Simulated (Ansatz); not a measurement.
Cd: energy against strain

Cd (hcp, P6_3/mmc, 20.956 Å³/atom at rest, c along z) under a strain ε along c (axis z), the other axes held. PBEsol in Ansatz, a plane-wave DFT program (PAW, default set), 420 eV, 22×22×11 Γ-centred mesh, Fermi-Dirac smearing 0.10 eV; ions are relaxed within the symmetry of each cell.

Here s stands for strain and y for E less E0.

```
strain (%)  E less E0 (meV/atom)
----------  --------------------
-3.00                          ?
-1.50                       0.95
-1.00                       0.40
-0.50                       0.09
0.00                        0.00
0.50                        0.13
1.00                        0.46
1.50                        0.99
```

Fit y against s with a parabola, and predict the withheld value at s = -3.00.

Least squares gives y = 0.001 + 0.0200·s + 0.4305·s². Residuals (row less fit): 0.010, -0.011, -0.009, -0.001, 0.011, 0.009, -0.010; standard error 0.012 (degrees of freedom: 4). Twice the quadratic coefficient over the volume, 2 × 0.4305 meV × 10⁴ × 0.1602 / 20.956 Å³, is the elastic constant C33 = 66 ± 0.8 GPa. At the withheld row, y = 0.001 + 0.0200 × (-3.0) + 0.4305 × (-3.0)² = 3.816 meV/atom. The calculation gives 4.12 meV/atom, 0.304 meV/atom above the prediction (7.4 % of the range of y in the table). The row lies outside the fitted rows, so this is an extrapolation. From the scatter of the fitted rows alone, a prediction at this place has a standard error of 0.047 meV/atom, so the miss is 6.5 times that.

One order more, fitted to all 13 runs of the series, follows each within 0.01, so the miss is the next term of a smooth law. In a metal these values are sensitive to mesh and smearing; energies are taken to zero smearing, stresses follow the free energy. Rows are the converged runs of the series near zero and its far end; series whose fitted rows scatter by over a few per cent of the range, as at a crossing or softening among them, aren't shown in this form. Most that stay on the fit to the last digits aren't either.
